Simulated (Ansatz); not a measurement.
Functionals compared on the (10-10) surface of hcp Re in its 1x1 cell, outermost plane spacing 0.80 Å in the ideal cut, in Ansatz (plane waves, PAW). The structure was relaxed with PBE; the other rows are single points on it, each with its references at the same level. Cutoff 420 eV (500 eV for r2SCAN).

Set-up: 10 atoms, 10.4 Å thick at the start (thin: gaps and levels are the slab's own); mesh 13x9x1; 0.1 eV smearing; dipole correction on; all atoms relaxed; symmetry of the start imposed; no spin, no spin-orbit, no U. These notes are the PBE run's.

| functional | surface energy (J/m²) | work function of the top face (eV) | rough cost of the single point |
|---|---|---|---|
| PBE | 2.90 | 4.70 | – |
| LDA | 3.40 | 5.01 | very roughly 60 core-seconds |
| PBEsol | 3.28 | 4.81 | about 60 core-seconds (a rough figure) |
| RPBE | ? | ? | about 60 core-seconds (a rough figure) |
| r2SCAN | 3.09 | 4.72 | very roughly 110 core-seconds |

### Question
Some entries are withheld; supply them.

### Answer

- RPBE, surface energy (J/m²): 2.70
- RPBE, work function of the top face (eV): 4.55

Ansatz is a program for electronic structure.
